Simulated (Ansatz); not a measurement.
**ScAl3 under load (space group P4/mmm): band-structure transport figures**

Given:

```
CELL_PARAMETERS angstrom
      4.07677     0.00000     0.00000
      0.00000     4.07677     0.00000
      0.00000     0.00000     4.04790
ATOMIC_POSITIONS crystal
  Sc 0.00000 0.00000 0.00000
  Al 0.50000 0.00000 0.50000
  Al 0.00000 0.50000 0.50000
  Al 0.50000 0.50000 0.00000
```

Method: PBEsol, rigid bands (plane waves, PAW, scalar-relativistic; Ansatz, a quantum-chemistry and plane-wave program). Condition of this run: uniaxial stress zz = 1 GPa (compression positive) (the target of the relaxation). Geometry: cell and atoms relaxed with PBEsol, then loaded as said.

| Property | Value |
|---|---|
| density of states at the Fermi level | 1.24 states/(eV·cell), both spins |
| bare Sommerfeld coefficient | 0.73 mJ/(mol of atoms·K²) |
| Drude plasma energy | 5.8 eV |
| root-mean-square Fermi velocity | 8.3e5 m/s |
| resistivity times τ | 14.8 (x), 14.8 (y), 14.4 (z) ×10⁻²² Ω·m·s |

A metal at this level (no band gap); rigid bands, thermally averaged at 300 K, both spins. Spin-orbit coupling is left out. τ is one relaxation time for all states.

Computed structure with no diffraction record at hand here (it may be known, metastable or hypothetical): ScAl3 under load (space group P4/mmm).
